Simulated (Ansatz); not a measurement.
Consider interstitial P in zinc-blende BP, charge state -1. These are PBE, PAW (plane waves to 420 eV; Ansatz, a program for electronic structure) values and carry that method's errors.

Settings: 64 host sites, the relaxed PBE lattice, a 2×2×2 k-point mesh shifted by half a step, smearing 0.01 eV, spin-restricted, no image-charge correction. Static, classical nuclei. The charge state is imposed; whether it is stable for some Fermi level was not computed. Sites that were not tried may lie lower.

Barriers: single points on a 3×3×3 k-point mesh shifted by half a step at the bands' geometries.

Relaxed starting cell (atoms counted from 1):

```
CELL_PARAMETERS angstrom
      9.09681     0.00000     0.00000
      0.00000     9.09681     0.00000
      0.00000     0.00000     9.09681
ATOMIC_POSITIONS crystal
  B  0.99931 0.00231 0.00062
  B  0.97736 0.98953 0.51272
  B  0.00191 0.49821 0.00077
  B  0.99974 0.49843 0.49827
  B  0.50623 0.99783 0.99055
  B  0.50302 0.99808 0.50133
  B  0.49801 0.50006 0.99951
  B  0.50480 0.50530 0.50046
  P  0.02263 0.08360 0.33587
  P  0.12494 0.12445 0.87438
  P  0.12494 0.62446 0.37476
  P  0.12493 0.62445 0.87510
  P  0.62494 0.12445 0.37427
  P  0.62493 0.12446 0.86976
  P  0.62494 0.62446 0.37331
  P  0.62493 0.62445 0.87492
  B  0.96594 0.26131 0.23934
  B  0.00048 0.24885 0.74877
  B  0.99997 0.75018 0.25213
  B  0.00103 0.74976 0.74893
  B  0.50459 0.25114 0.24773
  B  0.50097 0.24940 0.75139
  B  0.50258 0.74483 0.24882
  B  0.49900 0.74942 0.75011
  P  0.12358 0.36823 0.13085
  P  0.12591 0.37230 0.62232
  P  0.12628 0.88067 0.13085
  P  0.12395 0.87661 0.62231
  P  0.62574 0.37665 0.12200
  P  0.62401 0.37600 0.62613
  P  0.62411 0.87225 0.12199
  P  0.62586 0.87291 0.62613
  B  0.28392 0.98758 0.23935
  B  0.24938 0.00006 0.74876
  B  0.24990 0.49872 0.25213
  B  0.24884 0.49915 0.74893
  B  0.74527 0.99776 0.24771
  B  0.74890 0.99952 0.75139
  B  0.74729 0.50408 0.24882
  B  0.75087 0.49949 0.75011
  P  0.38883 0.12170 0.11411
  P  0.38071 0.12370 0.62964
  P  0.37268 0.62410 0.12475
  P  0.37466 0.62536 0.62451
  P  0.86102 0.12720 0.11409
  P  0.86917 0.12522 0.62963
  P  0.87718 0.62480 0.12475
  P  0.87521 0.62355 0.62451
  B  0.25056 0.24660 0.00062
  B  0.27251 0.25940 0.51275
  B  0.24796 0.75068 0.00075
  B  0.25013 0.75048 0.49827
  B  0.74363 0.25108 0.99055
  B  0.74686 0.25083 0.50133
  B  0.75186 0.74884 0.99950
  B  0.74507 0.74362 0.50046
  P  0.38491 0.38305 0.37723
  P  0.37344 0.37383 0.87498
  P  0.38480 0.86782 0.37543
  P  0.37378 0.87386 0.87382
  P  0.86507 0.38109 0.37542
  P  0.87609 0.37504 0.87382
  P  0.86496 0.86586 0.37722
  P  0.87643 0.87507 0.87498
  P  0.22730 0.16531 0.33591
```
Cell charge -1.

End state 1 differs by these moves (Å; atoms that move under 0.08 Å are left out):

```json
[
 {"atom": "2", "element": "B", "Δx": "-0.10", "Δy": "0.00", "Δz": "-0.01"},
 {"atom": "17", "element": "B", "Δx": "0.10", "Δy": "0.01", "Δz": "0.00"},
 {"atom": "65", "element": "P", "Δx": "0.00", "Δy": "-0.72", "Δz": "0.72"}
]
```

Problem. What is the computed forward and backward barriers to end state 1 (PBE, PAW)?

Solution. forward 0.37 eV, backward 0.37 eV; at the saddle point atom 65 has neighbours B at 1.85, B at 1.89; P at 1.97 Å. The saddle point's order was not checked, and it lies on a symmetry element of the cell, where a band can be held.
